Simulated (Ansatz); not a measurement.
The starting structures come from a database of crystals and need not be the phases stable at ambient conditions.

```
MgO
1.0
    5.64058     0.00000     0.00000
    0.00000     5.64058     0.00000
    0.00000     0.00000     5.64058
Mg O
6 6
Direct
  0.75000   0.00000   0.50000
  0.25000   0.00000   0.50000
  0.50000   0.25000   0.00000
  0.50000   0.75000   0.00000
  0.00000   0.50000   0.75000
  0.00000   0.50000   0.25000
  0.75000   0.50000   0.00000
  0.25000   0.50000   0.00000
  0.00000   0.25000   0.50000
  0.00000   0.75000   0.50000
  0.50000   0.00000   0.75000
  0.50000   0.00000   0.25000
```

Space group of this cell: Pm-3n. The cell is taken as given; by r2SCAN its mean pressure is -3.3 GPa.

Calculation: r2SCAN (plane waves, PAW; Ansatz, a first-principles code).

The current runs along the normal of the first two printed vectors; no spin-orbit coupling. Scaled by the factor s: both lengths across the current (ions clamped). Meshes 6×6×6 and 6×6 across the current in all rows.

```json
[
 {"s": "0.98", "mean pressure (GPa)": "0.6", "slowest mid-gap decay constant κ (1/Å)": "?"},
 {"s": "1.00", "mean pressure (GPa)": "-3.3", "slowest mid-gap decay constant κ (1/Å)": "0.326"},
 {"s": "1.02", "mean pressure (GPa)": "-6.5", "slowest mid-gap decay constant κ (1/Å)": "0.315"}
]
```

Question: Take the slope of the slowest mid-gap decay constant κ against ln s from the two given rows, extrapolate to s = 0.98, and say what the run there gives.

Answer: Slope = (0.315 − 0.326) / ln 1.02 = -0.555 1/Å. The line gives 0.326 + (-0.555) × ln 0.98 = 0.337 1/Å. The run gives 0.335 1/Å, 0.002 1/Å under the line, 20 % of the predicted step.
